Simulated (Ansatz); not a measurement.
The starting structures come from a database of crystals and need not be the phases stable at ambient conditions.

 Where the default PAW files enter, the runs use the earlier of Ansatz's two default sets.

Crystal: GaBO₃ (R-3c, not sure to be the ambient phase, 10 atoms a cell, 8.6 Å³ an atom); planes in its conventional cell.

Computed with PBEsol (plane waves, PAW; Ansatz, an electronic-structure program).

The gap is the functional's own, uncorrected, and κ follows it; spin-orbit coupling is left out. Mid-gap values are interpolated between the computed energies.

| plane | area of the cell (Å²) | mid-gap κ (1/Å) | largest κ in the gap (1/Å) |
|---|---|---|---|
| (101) | 22.5 | 0.35 | 0.35 |
| (001) | 18.1 | … | … |
| (110) | 37.6 | … | 0.35 |

Task: The slowest decay depends on the direction. Supply the withheld values.

Result: 
- (001), mid-gap κ (1/Å): 0.43
- (001), largest κ in the gap (1/Å): 0.43
- (110), mid-gap κ (1/Å): 0.34
